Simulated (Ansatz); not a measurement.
A periodic model of amorphous Ni24Al24:

```yaml
crystal:
  lattice:
    - [8.59009, 0.00000, 0.00000]
    - [0.00000, 8.59009, 0.00000]
    - [0.00000, 0.00000, 8.59009]
  atoms:
    - { symbol: Ni, position: [0.18557, 0.36348, 0.91628] }
    - { symbol: Ni, position: [0.66902, 0.55916, 0.68019] }
    - { symbol: Ni, position: [0.45314, 0.23678, 0.90713] }
    - { symbol: Ni, position: [0.18857, 0.88515, 0.56280] }
    - { symbol: Ni, position: [0.21978, 0.09696, 0.01503] }
    - { symbol: Ni, position: [0.68783, 0.14833, 0.07627] }
    - { symbol: Ni, position: [0.75167, 0.00459, 0.52032] }
    - { symbol: Ni, position: [0.24600, 0.82173, 0.04141] }
    - { symbol: Ni, position: [0.95814, 0.00106, 0.13826] }
    - { symbol: Ni, position: [0.28713, 0.17262, 0.48576] }
    - { symbol: Ni, position: [0.27099, 0.42713, 0.66814] }
    - { symbol: Ni, position: [0.93075, 0.47913, 0.02637] }
    - { symbol: Ni, position: [0.65164, 0.75030, 0.45665] }
    - { symbol: Ni, position: [0.03907, 0.94062, 0.84875] }
    - { symbol: Ni, position: [0.78485, 0.27747, 0.58977] }
    - { symbol: Ni, position: [0.25681, 0.71813, 0.32650] }
    - { symbol: Ni, position: [0.71321, 0.35193, 0.86518] }
    - { symbol: Ni, position: [0.77159, 0.65510, 0.21230] }
    - { symbol: Ni, position: [0.59187, 0.21348, 0.36677] }
    - { symbol: Ni, position: [0.09202, 0.62240, 0.54563] }
    - { symbol: Ni, position: [0.05016, 0.34051, 0.49209] }
    - { symbol: Ni, position: [0.12191, 0.28784, 0.20550] }
    - { symbol: Ni, position: [0.49443, 0.69121, 0.13197] }
    - { symbol: Ni, position: [0.57309, 0.83102, 0.73426] }
    - { symbol: Al, position: [0.95330, 0.45257, 0.73532] }
    - { symbol: Al, position: [0.71729, 0.06780, 0.79979] }
    - { symbol: Al, position: [0.00879, 0.09757, 0.61613] }
    - { symbol: Al, position: [0.71046, 0.67130, 0.93697] }
    - { symbol: Al, position: [0.19423, 0.99646, 0.28434] }
    - { symbol: Al, position: [0.46489, 0.96286, 0.48463] }
    - { symbol: Al, position: [0.63508, 0.42011, 0.12401] }
    - { symbol: Al, position: [0.86658, 0.78167, 0.67671] }
    - { symbol: Al, position: [0.30074, 0.43531, 0.38811] }
    - { symbol: Al, position: [0.86982, 0.19573, 0.31999] }
    - { symbol: Al, position: [0.30022, 0.05165, 0.75459] }
    - { symbol: Al, position: [0.44978, 0.52303, 0.87087] }
    - { symbol: Al, position: [0.24425, 0.54527, 0.10514] }
    - { symbol: Al, position: [0.94930, 0.82810, 0.38268] }
    - { symbol: Al, position: [0.98608, 0.74607, 0.05773] }
    - { symbol: Al, position: [0.51374, 0.29273, 0.63085] }
    - { symbol: Al, position: [0.40435, 0.66156, 0.57049] }
    - { symbol: Al, position: [0.68090, 0.92581, 0.23676] }
    - { symbol: Al, position: [0.17110, 0.68371, 0.80422] }
    - { symbol: Al, position: [0.49080, 0.94728, 0.98711] }
    - { symbol: Al, position: [0.39926, 0.21300, 0.18212] }
    - { symbol: Al, position: [0.99687, 0.52387, 0.29828] }
    - { symbol: Al, position: [0.68893, 0.47814, 0.41875] }
    - { symbol: Al, position: [0.95379, 0.20788, 0.95940] }
```

All values below come from PBE, scalar-relativistic without spin-orbit coupling (plane waves to 420 eV, PAW; Ansatz, an electronic-structure program). Neutral PBE cell, which sets geometry, pressure and energy: sampling: a 2×2×2 Γ-centred mesh; Fermi-Dirac width 0.1 eV; no spin polarisation.

A CHGNet melt-quench gave the starting glass, which DFT then relaxed. The hot cell started wider than the set density and was brought back towards it in steps. It is the lowest in DFT energy of 2 quenches. It is a model cell: composition and starting density were chosen by hand, and all elements were melted together. No dispersion term was used. Its density started from a set value of 5.08 and ended at 5.39 g/cm³. The quench (nominally 230 K/ps over its main leg) was far faster than any real one, so the model tends to hold more defects than a real film. A cell of this size samples the disorder only roughly. The volume was free in the relaxation, at fixed shape.

Give the pressure, the energy against reference phases and the spacing of the highest filled and lowest empty levels.


```yaml
Pressure on a 2×2×2 Γ-centred mesh: -0.12 GPa
Largest force and stress component on that mesh (the relaxation ran on one k-point at (1/4, 1/4, 1/4)): 0.18 eV/Å and 2.4 GPa
Energy relative to AlNi (Pm-3m) (lowest mix at this level among the phases computed, not always the ambient ones): 0.237 eV/atom
Gap on a 2×2×2 Γ-centred mesh (PBE): within the smearing (under twice its width)
```

Bonds are counted up to Ni-Ni 3.02 Å, Ni-Al 2.96 Å, Al-Al 3.00 Å.
